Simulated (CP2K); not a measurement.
CP2K run on TlGeCl3 (P1, 5 atoms in the cell): self-consistent single point.

Level of theory: PBEsol, GPW, DZVP-MOLOPT-SR-GTH basis, GTH-PBE potentials (GTH_POTENTIALS) run with CP2K.

```yaml
crystal:
  lattice:
    - [5.32810, 0.00000, 0.00000]
    - [0.07793, 5.32753, 0.00000]
    - [-0.07187, -0.07083, 5.32097]
  atoms:
    - { symbol: Tl, position: [0.00368, 0.98841, 0.99433] }
    - { symbol: Ge, position: [0.46994, 0.49135, 0.52852] }
    - { symbol: Cl, position: [0.02873, 0.50162, 0.51493] }
    - { symbol: Cl, position: [0.49439, 0.01460, 0.51712] }
    - { symbol: Cl, position: [0.49295, 0.49371, 0.00923] }
```

Reference input (self-consistent single point, DFT PBEsol, GPW, DZVP-MOLOPT-SR-GTH basis, GTH-PBE potentials (GTH_POTENTIALS)): CUTOFF = 500 Ry; REL_CUTOFF = 40 Ry; KPOINTS/SCHEME = MONKHORST-PACK 4 4 4; GAMMA_CENTERED = T; XC_FUNCTIONAL = PBE:PBESOL; Tl/BASIS_SET = DZVP-MOLOPT-SR-GTH; Tl/POTENTIAL = GTH-PBE-q13; Ge/BASIS_SET = DZVP-MOLOPT-SR-GTH; Ge/POTENTIAL = GTH-PBE-q4; Cl/BASIS_SET = DZVP-MOLOPT-SR-GTH; Cl/POTENTIAL = GTH-PBE-q7; METHOD = GPW. This run's input differs from it in these lines:

```diff
@@ -35,4 +35,3 @@
     &KPOINTS
-      SCHEME MONKHORST-PACK 4 4 4
-      GAMMA_CENTERED T
+      SCHEME MONKHORST-PACK 7 7 7
     &END KPOINTS
```

Output, abridged:

```
 SCF WAVEFUNCTION OPTIMIZATION

  Step     Update method      Time    Convergence         Total energy    Change
     1 NoMix/Diag. 0.30E+00      -     0.48661180       -98.5307574248 -9.85E+01
     2 Broy./Diag. 0.30E+00      -     0.07406917       -97.9271076808  6.04E-01
     3 Broy./Diag. 0.30E+00      -     0.06672823       -98.5469165017 -6.20E-01
     4 Broy./Diag. 0.30E+00      -     0.01533777       -98.7344843765 -1.88E-01
     5 Broy./Diag. 0.30E+00      -     0.00590071       -98.6350937291  9.94E-02
     6 Broy./Diag. 0.30E+00      -     0.00091569       -98.6784689040 -4.34E-02
   [... 2 lines left out ...]
     9 Broy./Diag. 0.30E+00      -     0.00005748       -98.6825399756  1.08E-03
    10 Broy./Diag. 0.30E+00      -     0.00001243       -98.6824610746  7.89E-05
    11 Broy./Diag. 0.30E+00      -     0.00000553       -98.6824030905  5.80E-05
    12 Broy./Diag. 0.30E+00      -     0.00000088       -98.6824253133 -2.22E-05
  *** SCF run converged in    12 steps ***

  Overlap energy of the core charge distribution:               0.00000000037163
  Self energy of the core charge distribution:               -196.17970361059693
  Core Hamiltonian energy:                                     50.43675852715370
  Hartree energy:                                              63.25890323772441
  Exchange-correlation energy:                                -16.19838346797281

  Total energy:                                               -98.68242531332000

                     Mulliken Population Analysis

 #  Atom  Element  Kind  Atomic population                           Net charge
       1     Tl       1         12.590669                              0.409331
       2     Ge       2          3.416743                              0.583257
   [... lines left out ...]

 STRESS| Analytical stress tensor [bar]
 STRESS|                        x                   y                   z
 STRESS|      x       -6.54765607362E+03  -2.58634434126E+02  -9.15030913271E+01
 STRESS|      y       -2.58634434126E+02  -1.59724919747E+04   8.24086776001E+02
 STRESS|      z       -9.15030913271E+01   8.24086776001E+02  -1.57940731696E+04
 STRESS| 1/3 Trace                                            -1.27714070727E+04
```

The run converged in 12 iterations. Against the reference run the free energy falls by 7.0 meV/atom, the pressure goes from -1.12 to -1.28 GPa, the largest force moves little (0.318 to 0.325 eV/Å) and the gap on the mesh goes from 1.061 to 1.737 eV.

The starting cell comes from a database of computed structures (which also holds hypothetical and non-ambient phases and stackings), without a prior relaxation at this level. Its atoms were displaced at random from the sites of space group no. 8. Spin-orbit coupling is off. Values carry the incompleteness of an atom-centred basis. The potentials were made for another functional than the one used. Another mesh or the band path of this cell gives a smaller gap, so this value is not converged in the mesh.
